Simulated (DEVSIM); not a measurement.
Device: Si p-i-n diode, at 250 K.

```
layer (left to right)  material  thickness (μm)  Nd (cm⁻³)  Na (cm⁻³)  τn (s)  τp (s)
---------------------  --------  --------------  ---------  ---------  ------  ------
1                            Si            1.30          -     1.1e19  1.1e-5  1.1e-5
2                            Si            4.10     1.1e12          -  1.1e-5  1.1e-5
3                            Si           0.230     1.2e18          -  1.1e-5  1.1e-5
```

Left contact: ohmic. Right contact: ohmic. Voltage is applied to the left contact. Recombination: SRH at mid-gap, Auger. Gap narrowing is on: ΔEg = 6.92 meV × (l + √(l² + 0.5)), l = ln(N/1.3e17 cm⁻³), shared equally by both band edges. Mobility is constant in doping.

The device is made up for the run: typed textbook-type constants, with dimensions and the other settings drawn at random. Values at 300 K; Nc and Nv go as T^1.5, mobilities as T to minus their exponent, the gap by Varshni's rule with the affinity fixed.

| parameter | Si |
|---|---|
| gap (eV) | 1.124 |
| affinity (eV) | 4.05 |
| permittivity | 11.7 |
| Nc (cm⁻³) | 2.86e19 |
| Nv (cm⁻³) | 3.1e19 |
| μn (cm²/Vs) | 1417 |
| μp (cm²/Vs) | 470 |
| T exponent of μn | 2.3 |
| T exponent of μp | 2.2 |
| Cn (cm⁶/s) | 2.8e-31 |
| Cp (cm⁶/s) | 9.9e-32 |
| Varshni α (eV/K) | 0.000473 |
| Varshni β (K) | 636 |

DEVSIM, 1D drift-diffusion, Boltzmann statistics, complete ionisation; no tunnelling, impact ionisation, image-force lowering or self-heating.

The doping Na of layer 1 was swept, all else fixed.

```tsv
doping Na of layer 1 (cm^-3)	dark forward voltage at 100 A/cm² (V)	dark forward voltage at 1 A/cm² (V)	potential step across the device at zero bias (V)
3.3e17	0.821	0.713	0.959
1.1e18	0.826	0.717	0.977
3.3e18	0.829	0.720	0.993
1.1e19	0.833	0.722	1.011
```

From the first row to the last the dark forward voltage at 100 A/cm² goes from 0.821 to 0.833. From the first row to the last the dark forward voltage at 1 A/cm² goes from 0.713 to 0.722.
